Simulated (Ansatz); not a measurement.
System: LaTiO2N (P1, No. 1, 20 atoms in the cell; start mp-754453). Method: PBEsol (Ansatz, a program for electronic structure, PAW).

Settings: plane-wave cutoff 520 eV, 6×6×6 k mesh, Fermi–Dirac smearing 0.01 eV, no spin polarisation, scalar-relativistic PAW data made under PBE.

Cell (relaxed with PBEsol):

```yaml
crystal:
  lattice:
    - [5.56621, -0.04113, 0.00779]
    - [-0.07874, 5.55543, -0.00132]
    - [0.00547, -0.00678, 7.79888]
  atoms:
    - { symbol: La, position: [0.50031, 0.00481, 0.77136] }
    - { symbol: La, position: [0.50222, 0.00699, 0.24063] }
    - { symbol: La, position: [0.00400, 0.50104, 0.24234] }
    - { symbol: La, position: [0.00567, 0.50277, 0.76887] }
    - { symbol: Ti, position: [0.51006, 0.51026, 0.00351] }
    - { symbol: Ti, position: [0.50590, 0.50471, 0.51306] }
    - { symbol: Ti, position: [0.99414, 0.99414, 0.00699] }
    - { symbol: Ti, position: [0.00247, 0.00142, 0.50190] }
    - { symbol: N, position: [0.25177, 0.75504, 0.99215] }
    - { symbol: N, position: [0.55042, 0.54138, 0.74226] }
    - { symbol: N, position: [0.74458, 0.24243, 0.00210] }
    - { symbol: N, position: [0.75475, 0.74674, 0.05085] }
    - { symbol: O, position: [0.23489, 0.73976, 0.49715] }
    - { symbol: O, position: [0.24142, 0.25153, 0.94777] }
    - { symbol: O, position: [0.25522, 0.23582, 0.54887] }
    - { symbol: O, position: [0.43598, 0.44411, 0.25030] }
    - { symbol: O, position: [0.74305, 0.75894, 0.44126] }
    - { symbol: O, position: [0.76150, 0.25604, 0.48509] }
    - { symbol: O, position: [0.94311, 0.95325, 0.73997] }
    - { symbol: O, position: [0.05866, 0.04879, 0.25359] }
```

### Question
Estimate the band gap and direct gap at Γ that the calculation returns.

### Answer

* **band gap**: 0.43 eV
* **direct gap at Γ**: 0.47 eV

Spin–orbit coupling is not included.

Static lattice: no zero-point or thermal effects.

The result took roughly 6 core-minutes.

A start named mp-… is a Materials Project structure, which need not be a measured phase.
